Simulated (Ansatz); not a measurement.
The reference is InSe in the beta-GaS type structure (space group P6_3/mmc, No. 194; a = 4.0320 Å, c = 16.7626 Å; layered, stacked along the Cartesian z axis). Axes: x lies along a and z along c of the hexagonal cell.

Modification: uniaxial strain ε_zz = −3.67 %, all other strain components held at zero; the atoms relax in the strained cell.

Calculations: PBE-D3(BJ) (Ansatz, a first-principles code, PAW, without spin-orbit coupling), earlier PAW set.

Base, band edges from the VBM (valence, conduction): K -1.68, 1.51; H -1.53, 1.76; M -1.35, 1.12; L -1.71, 1.47; A -0.91, 1.23; Γ 0.00, 0.37 eV.

Q: Give the band edges at the high-symmetry points of the new zone, measured from its valence-band maximum.

A: 
| point | valence edge (eV) | conduction edge (eV) |
|---|---|---|
| Γ | 0.00 | 0.22 |
| M | -1.34 | 0.96 |
| K | -1.72 | 1.32 |
| A | -1.04 | 1.23 |
| L | -1.81 | 1.37 |
| H | -1.51 | 1.63 |

The gap is 0.22 eV, direct at Γ.

Gaps are Kohn–Sham eigenvalue differences; semilocal functionals usually give less than the measured gap. Stability against distortions was not tested. A zero or small gap of InSe under uniaxial strain ε_zz = −3.67 % can be the functional's error rather than a property of the material.
